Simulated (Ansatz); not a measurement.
# Amorphous Al28O41F2

The cell was made by melting and quenching with the CHGNet potential and then relaxed with DFT. O and F atoms were pushed apart under 1.9 Å during the dynamics, to hinder bonds among them. The hot cell started wider than the set density and was brought back towards it in steps. It is the lowest in DFT energy of 2 quenches. It is a model cell: composition and starting density were chosen by hand, and all elements were melted together. No dispersion term was used. Cycles of charging and discharging annealed it further.

Methods: PBE, scalar-relativistic without spin-orbit coupling (Ansatz, an electronic-structure program); r2SCAN, scalar-relativistic without spin-orbit coupling (Ansatz); HSE06, scalar-relativistic without spin-orbit coupling (Ansatz). Geometry, pressure, stress and energy are those of the PBE run. Its sampling: a 2×2×2 Γ-centred mesh; Fermi-Dirac width 0.02 eV; no spin polarisation. Other functionals are single points at the zone centre (r2SCAN at 500 eV; exact exchange cut at the cell's faces), free to take moments where seeds were set. At PBE the levels at the filled edge of the gap are localised (band-tail or defect states), and the nearest spread-out levels lie 4.2 eV apart at the zone centre.

Number of atoms in the cell: 71
Density (held, not predicted): 3.09 g/cm³
Volume per atom: 10.96 Å^3
Pressure on a 2×2×2 Γ-centred mesh: -0.10 GPa
Largest force and stress component on that mesh (the relaxation ran on the zone centre alone): 0.04 eV/Å and 2.8 GPa
Level gap on a 2×2×2 Γ-centred mesh (PBE): 3.39 eV
Level gap at the zone centre (PBE): 3.39 eV
Level gap at the zone centre (r2SCAN): 4.03 eV
Level gap at the zone centre (HSE06): 5.10 eV

Cut-offs for bonds: Al-Al 2.66 Å, Al-O 2.30 Å, Al-F 2.14 Å, O-O 1.58 Å, O-F 1.48 Å, F-F 1.37 Å. Two cations that share two anions don't count as bonded, nor two that share one unless they lie closer than Al-Al 2.59 Å.

| Property | Value |
|---|---|
| Mean coordination of Al by anions | 4.57 (12 with 4, 16 with 5) |
| Mean coordination of O | 3.02 (2 with 2, 36 with 3, 3 with 4) |
| Mean coordination of F | 2.00 (2 with 2) |
| Mean Al-O bond | 1.851 Å (spread 0.091 Å, 124 counted) |
| Mean Al-F bond | 1.929 Å (spread 0.112 Å, 4 counted) |

Its density started from a set value of 3.09 g/cm³. The quench (nominally 340 K/ps over its main leg) was far faster than any real one, so the model tends to hold more defects than a real film. One small periodic cell is one sample of the glass; other quenches scatter about these values. The volume was held where the preparation left it, at a PBE pressure of -0.1 GPa (tension). Stress components on the final sampling reach 2.8 GPa. Cycles of charging lowered its energy after that relaxation.
